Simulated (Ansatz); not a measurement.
SnPbO₃ (Pm-3m, No. 221, 5 atoms in the cell; start mp-978952)

All values below come from HSE06+SOC (Ansatz, a program for electronic structure, plane waves, PAW).

Numerical settings: plane-wave cutoff 460 eV, 6×6×6 k mesh, Fermi–Dirac smearing 0.01 eV, PAW data made under PBE.

Cell (relaxed with PBEsol):

```
PbSnO3
1.0
    4.07235     0.00000     0.00000
    0.00000     4.07235     0.00000
    0.00000     0.00000     4.07235
Sn Pb O
1 1 3
Direct
  0.50000   0.50000   0.50000
  0.00000   0.00000   0.00000
  0.50000   0.50000   0.00000
  0.00000   0.50000   0.50000
  0.50000   0.00000   0.50000
```

```yaml
band_gap: 3.14 eV (on the SCF k mesh) (indirect)
smallest_direct_gap_on_the_k_points_sampled: 3.75 eV
direct gap at Γ: 4.37 eV
```

Note: cell and atoms aren't relaxed at this level (pressure -0.5 GPa).

The computed numbers hold no vibrational or temperature effects.

A start named mp-… is a Materials Project structure, which need not be a measured phase.
